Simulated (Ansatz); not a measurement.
# Effect of pressure 9 GPa on SiC

Base system: SiC in the zinc blende structure (space group F-43m, No. 216; a = 4.380 Å).

Perturbation: cell and atoms relaxed at a pressure of 9 GPa.

Computed with plane-wave PAW DFT at the PBE level (Ansatz, a quantum-chemistry and plane-wave program, 420 eV), no spin-orbit coupling. Γ-centred 13×13×13 mesh, Fermi–Dirac width 0.05 eV.

```tsv
quantity	base	changed	shift
volume per atom	10.50 Å³	10.10 Å³	-0.40 Å³
density	3.17 g/cm³	3.30 g/cm³	+0.13 g/cm³
lattice parameter a	8.277 bohr	8.169 bohr	-0.1075 bohr
shortest interatomic distance	3.584 bohr	3.537 bohr	-0.047 bohr
enthalpy H = E + PV relative to the base's energy	–	+0.58 eV/atom	–
band gap	1.37 eV	1.34 eV	-0.036 eV
gap character	indirect, Γ → X	indirect, Γ → X	–
smallest direct gap	4.53 eV	4.57 eV	+0.04 eV
mean gap deformation potential ΔEg/Δln V	–	+0.9 eV	–
width of the top valence band	4.63 eV	4.78 eV	+0.15 eV
electron mass	0.68 mₑ along k, 0.23 mₑ across (at X)	0.66 mₑ along k, 0.23 mₑ across (at X)	–
hole mass (degenerate bands, along [100])	0.36, 0.59, 0.59 mₑ (at Γ)	0.38, 0.60, 0.60 mₑ (at Γ)	–
```

Cost of the whole job for the changed cell (relaxation, final SCF and bands): very roughly 10 core-seconds.

Load acts through the strain it causes; cell and atoms are relaxed under it. Masses are band curvatures over ±0.01 Å⁻¹ around the edge. Along k means along the line from Γ to the band edge. Whether these cells are dynamically stable was not tested. No other phases were tried under pressure.
